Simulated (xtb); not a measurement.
xtb 6.7.1, GFN1-xTB: W(OH)3(SiH3)3 ([OH][W]([OH])([OH])([SiH3])([SiH3])[SiH3]), 19 atoms. The geometry is a generated start, not checked to be a minimum at this level.

| Property | Value |
|---|---|
| run flags | --grad |
| method | GFN1-xTB |
| --acc | 1 (default) |
| --etemp (K) | 300 (default) |
| basis functions | 76 |
| valence electrons | 48 |

```xyz
19

W     -0.1469     0.0338    -0.2176
O      1.3668    -0.1336    -1.3137
H      2.0942    -0.1209    -1.9551
O     -1.6743     0.2294     0.8378
H     -2.5134     0.3781     1.3028
O     -1.2034     0.1819    -1.7499
H     -1.6273     0.2459    -2.6093
Si    -0.6260    -2.4912    -0.4466
H     -0.4926    -3.1469    -1.7934
H     -2.0215    -2.9898    -0.1955
H      0.0545    -3.5791     0.3075
Si     0.0480     2.6052    -0.3703
H      1.1260     3.2334    -1.2041
H      0.2002     3.5232     0.7946
H     -1.0767     3.3780    -1.0055
Si     1.2990    -0.2353     1.9027
H      2.0325     0.8660     2.6174
H      2.4702    -1.1800     1.9366
H      0.6906    -0.7981     3.1615
```

Charge 0 and multiplicity 1 are set for this test and not shown to be the ground state.

One run each on 1 thread. Values of broydamp tried: 0.02, 0.05, 0.1, 0.2, 0.4 (default), 0.6, 0.8, 1.

Problem. Predict the course of the SCC iterations along this series.

Solution. Fewest SCC iterations, within one of each other: 0.4 (default) with 13, 0.6 with 14. The count rises to 29 at 0.02. All converge to one solution.

```tsv
broydamp	SCC iterations	end
0.02	29	same solution
0.05	25	same solution
0.1	23	same solution
0.2	20	same solution
0.4 (default)	13	same solution
0.6	14	same solution
0.8	15	same solution
1	17	same solution
```
